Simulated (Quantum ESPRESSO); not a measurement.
Habitual settings against a tight run: Zr3Tl (Pm-3m, 4 atoms in the cell)

Self-consistent single point.

```xyz
4
Lattice="4.5370 0.0000 0.0000 0.0000 4.5370 0.0000 0.0000 0.0000 4.5370" Properties=species:S:1:pos:R:3 pbc="T T T"
Zr     0.0000     2.2685     2.2685
Zr     2.2685     0.0000     2.2685
Zr     2.2685     2.2685     0.0000
Tl     0.0000     0.0000     0.0000
```

Method: LDA (PZ), GBRV 1.5 ultrasoft (LDA) pseudopotentials (plane waves; Quantum ESPRESSO).

Base settings: ecutwfc = 40 Ry; ecutrho = 320 Ry; occupations = smearing; smearing = mp; degauss = 0.0073499 Ry; potentials = {Zr: zr_lda_v1.uspp.F.UPF, Tl: tl_lda_v1.2.uspp.F.UPF}; K_POINTS = automatic 5 5 5 1 1 1; conv_thr = 1e-11 Ry.

Tight run (finer mesh or higher cutoff; not a proven limit): ecutwfc: 40 Ry → 56 Ry; ecutrho: 320 Ry → 448 Ry; conv_thr: 1e-11 Ry → 7.3e-11 Ry; K_POINTS: automatic 5 5 5 1 1 1 → automatic 7 7 7 1 1 1. It gave Fermi level (on the code's own zero) 13.69 eV; pressure -9.86 GPa.

Quick runs, as changes from the base:
- A: the base itself
- B: ecutwfc: 40 Ry → 24 Ry; ecutrho: 320 Ry → 192 Ry; smearing: mp → cold; degauss: 0.0073499 Ry → 0.019992 Ry; conv_thr: 1e-11 Ry → 7.3e-05 Ry; pseudopotentials: {Zr: zr_lda_v1.uspp.F.UPF, Tl: tl_lda_v1.2.uspp.F.UPF} → {Zr: Zr_pbe_v1.uspp.F.UPF, Tl: Tl_pbe_v1.2.uspp.F.UPF}; K_POINTS: automatic 5 5 5 1 1 1 → automatic 6 6 6 1 1 1; input_dft: default → pbesol [PBEsol]
- C: ecutwfc: 40 Ry → 32 Ry; ecutrho: 320 Ry → 256 Ry; degauss: 0.0073499 Ry → 0.019992 Ry; pseudopotentials: {Zr: zr_lda_v1.uspp.F.UPF, Tl: tl_lda_v1.2.uspp.F.UPF} → {Zr: Zr_pbe_v1.uspp.F.UPF, Tl: Tl_pbe_v1.2.uspp.F.UPF}; K_POINTS: automatic 5 5 5 1 1 1 → automatic 6 6 6 1 1 1; input_dft: default → pbesol [PBEsol]
- D: ecutwfc: 40 Ry → 32 Ry; ecutrho: 320 Ry → 256 Ry; conv_thr: 1e-11 Ry → 7.3e-06 Ry; K_POINTS: automatic 5 5 5 1 1 1 → automatic 2 2 2 1 1 1
- E: ecutwfc: 40 Ry → 20 Ry; ecutrho: 320 Ry → 160 Ry; smearing: mp → gauss; degauss: 0.0073499 Ry → 0.019992 Ry; K_POINTS: automatic 5 5 5 1 1 1 → automatic 4 4 4 1 1 1

Energies are extrapolated to zero smearing width, which holds to low order in the width alone (under cold and Methfessel-Paxton smearing the free energy itself is taken).

Dashes: energy of B, C, another energy zero; pressure of B, D, not trusted under this conv_thr with d or f elements.

† marks runs with another functional, U, potentials or spin treatment: their distance from the tight run is not a convergence error alone.

The count of work is k-points × plane waves × bands × iterations; it is no time. 

The starting cell comes from a database of computed structures (which also holds hypothetical and non-ambient phases and stackings), without a prior relaxation at this level. Its lattice was rescaled by a random factor within 2.5 % of one. In the base run, with a pressure of about -10 GPa the cell is away from its equilibrium volume at this level.

```csv
run,energy less tight (meV/atom),pressure less tight (GPa),count of work / tight
A,8.9,-0.42,0.30
B†,–,–,0.064
C†,–,2.46,0.20
D,62.8,–,0.012
E,241.9,-8.15,0.043
```

Among the runs at the tight run's level, the energy misses run from 8.9 to 241.9 meV/atom.

Left out of this page: 1 run of the series outside the window shown, repeating another row's setting, or not comparable.
